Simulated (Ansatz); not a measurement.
The reference is BN in the zinc blende structure (space group F-43m, No. 216; a = 3.624 Å).

Structures relaxed with PBE (Ansatz, a quantum-chemistry and plane-wave program), spin-orbit coupling left out, earlier PAW set.

Base:

Simulated powder pattern, Co Kα, λ = 1.79026 Å (kinematic, ideal powder, no thermal factors, no anomalous dispersion; the 8 strongest lines at most, above 2 %, up to 2θ = 90°):

```json
[
 {"2θ (°)": "50.66", "I/Imax (%)": "100", "hkl": "(111)"},
 {"2θ (°)": "59.21", "I/Imax (%)": "4.8", "hkl": "(200)"},
 {"2θ (°)": "88.63", "I/Imax (%)": "41", "hkl": "(220)"}
]
```

One thing is altered: P takes the place of N on all its sites; the structure is relaxed again.

**Question.** Where do the lines fall after the change?

**Answer.** 
Simulated powder pattern, Co Kα, λ = 1.79026 Å (kinematic, ideal powder, no thermal factors, no anomalous dispersion; the 8 strongest lines at most, above 2 %, up to 2θ = 90°):

| 2θ (°) | I/Imax (%) | hkl |
|---|---|---|
| 39.86 | 100 | (111) |
| 46.36 | 24 | (200) |
| 67.65 | 42 | (220) |
| 81.49 | 36 | (311) |
| 85.96 | 6.1 | (222) |

The indices refer to each structure's own conventional cell; one index is shown for lines that coincide.

Stability against distortions was not tested.
